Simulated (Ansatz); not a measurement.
## MoSi2 under a change: tensor shear ε_xz = +0.86 %

Base system: MoSi2 (space group I4/mmm, No. 139; a = 3.174 Å, c = 7.779 Å; relaxed with 0.1 eV smearing). Axes: x, y, z lie along a, b, c of the conventional cell.

One thing is altered: a pure shear with ε_xz = ε_zx = 0.0086, atoms relaxed at fixed cell.

Computed with Kohn–Sham DFT with the LDA functional, run in Ansatz (a quantum-chemistry and plane-wave program) with PAW and 420 eV plane waves, no spin-orbit coupling. k-mesh 25×25×25 (Γ-centred); smearing 0.1 eV (Fermi–Dirac).

- Volume per atom = 13.06 Å³ (base 13.06 Å³)
- Space group = C2/m (No. 12) (base I4/mmm (No. 139))
- Shortest interatomic distance = 4.845 bohr (base 4.845 bohr)
- Energy relative to the base (free energy F) = +2.5 meV/atom
- Pressure (mean of the normal stresses, compression positive) = 0.1 GPa (base 0.0 GPa)
- Band gap = zero (base zero)
- Stress (xx, yy, zz, yz, xz, xy; compression positive) = (0.1, 0.1, 0.1, 0.0, -3.6, 0.0) GPa

Cost of the whole job for the changed cell (relaxation, final SCF and bands): very roughly 11 core-minutes.

The cells carry an imposed strain or load. Whether these cells are dynamically stable was not tested. All final runs are without spin polarisation.
